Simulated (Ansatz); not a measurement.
Here is the system:

```yaml
crystal:
  lattice:
    - [0.00000, 2.07532, 2.07532]
    - [2.07532, 0.00000, 2.07532]
    - [2.07532, 2.07532, 0.00000]
  atoms:
    - { symbol: Ag, position: [0.00000, 0.00000, 0.00000] }
```

Level of theory: PBE, rigid bands (plane waves, PAW, scalar-relativistic; Ansatz, a quantum-chemistry and plane-wave program). Condition of this run: functional PBE, cell relaxed with it. How the cell was made: cell and atoms relaxed with PBE.

Question: Predict the product ρ₀λ of resistivity and mean free path that follows from the Fermi surface's area.

Answer: 8.7 ×10⁻¹⁶ Ω·m².

Question: And the Drude plasma energy and the root-mean-square Fermi velocity at 300 K?

Answer: 9.0 eV; 1.4e6 m/s.

A metal at this level (no band gap); rigid bands, thermally averaged at 300 K, both spins. Spin-orbit coupling is left out. τ is one relaxation time for all states; the product of resistivity and mean free path takes one path for all states instead.
